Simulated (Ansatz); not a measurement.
Band structure of LaMg2Pd (Cmcm, 8 atoms in the cell).

```yaml
crystal:
  lattice:
    - [2.15089, -5.19626, 0.00000]
    - [2.15089, 5.19626, 0.00000]
    - [0.00000, 0.00000, 8.24820]
  atoms:
    - { symbol: La, position: [0.43944, 0.56056, 0.25000] }
    - { symbol: La, position: [0.56056, 0.43944, 0.75000] }
    - { symbol: Mg, position: [0.15375, 0.84625, 0.44592] }
    - { symbol: Mg, position: [0.84625, 0.15375, 0.55408] }
    - { symbol: Mg, position: [0.84625, 0.15375, 0.94592] }
    - { symbol: Mg, position: [0.15375, 0.84625, 0.05408] }
    - { symbol: Pd, position: [0.72249, 0.27751, 0.25000] }
    - { symbol: Pd, position: [0.27751, 0.72249, 0.75000] }
```

Method of the run: LDA (PW92), PAW files made with PBE (plane waves; Ansatz, an electronic-structure program).

Settings: kpoints.mp_grid.grid = 4 4 2; hamiltonian.xc = lda; hamiltonian.pseudopotentials = {kind: paw} (an earlier, softer set of the program's PAW files); scf.occupations.method = gaussian; scf.occupations.width = 0.0073 Ry; kpoints.band_path.npoints = 8.

The starting cell comes from a database of computed structures (which also holds hypothetical and non-ambient phases and stackings), without a prior relaxation at this level. Its lattice was rescaled by a random factor within 2.5 % of one. Spin polarisation is off.

Levels in eV from the Fermi level, bands 46 to 53:
| point | 46 | 47 | 48 | 49 | 50 | 51 | 52 | 53 |
|---|---|---|---|---|---|---|---|---|
| Γ | -1.20 | -0.58 | 0.03 | 0.06 | 0.16 | 0.76 | 0.86 | 0.97 |
| X | -1.77 | -1.73 | -1.20 | -1.10 | 0.09 | 0.63 | 0.88 | 1.30 |
| S | -2.02 | -1.12 | -1.00 | -0.53 | -0.44 | 0.20 | 0.74 | 1.08 |
| R | -2.47 | -0.75 | -0.75 | -0.57 | -0.57 | 0.40 | 0.40 | 1.17 |
| A | -2.30 | -1.26 | -1.26 | -0.63 | -0.63 | 0.82 | 0.82 | 1.29 |
| Z | -1.40 | -0.58 | -0.58 | 0.43 | 0.43 | 0.46 | 0.46 | 1.04 |
| Y | -2.36 | -1.34 | -0.99 | 0.18 | 0.83 | 1.04 | 1.08 | 1.47 |
| X1 | -1.77 | -1.73 | -1.20 | -1.10 | 0.09 | 0.63 | 0.88 | 1.30 |
| A1 | -2.30 | -1.26 | -1.26 | -0.63 | -0.63 | 0.82 | 0.82 | 1.29 |
| T | -2.51 | -1.06 | -1.06 | 0.57 | 0.57 | 1.13 | 1.13 | 1.38 |

Bands cross the Fermi level along this path, so the cell is metallic at this level.

Keys are those of Ansatz 0.2.
